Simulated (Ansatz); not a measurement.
**WSi2: response to strain**

The parent structure is WSi$_{2}$ (space group I4/mmm, No. 139; a = 3.202 Å, c = 7.818 Å; relaxed with 0.1 eV smearing). Axes: x, y, z lie along a, b, c of the conventional cell.

Strains are applied to the cell and any free atomic positions relax.

All numbers come from PBEsol, PAW, 420 eV (Ansatz, a first-principles code; scalar-relativistic without spin-orbit coupling).

Notes on the quantities. energy relative to the base: free energy F.

| uniaxial strain ε_xx (%) | energy relative to the base (meV/atom) |
|---|---|
| -3 | 17.4 |
| -2.5 | ? |
| -2 | 7.6 |
| -1.5 | 4.2 |
| -1 | 1.9 |
| -0.5 | 0.5 |
| 0 | 0.0 |

**Question.** Fit ΔE = Aε² + Bε³ (ε in %) to the rows shown and predict the withheld row.

**Answer.** Least squares on the printed values gives A = 1.83 and B = -0.034 meV/atom (largest residual 0.0 meV/atom); this predicts 12.0 meV/atom, and the run gives 11.9 meV/atom, in agreement.

Whether these cells are dynamically stable was not tested. All final runs are without spin polarisation.
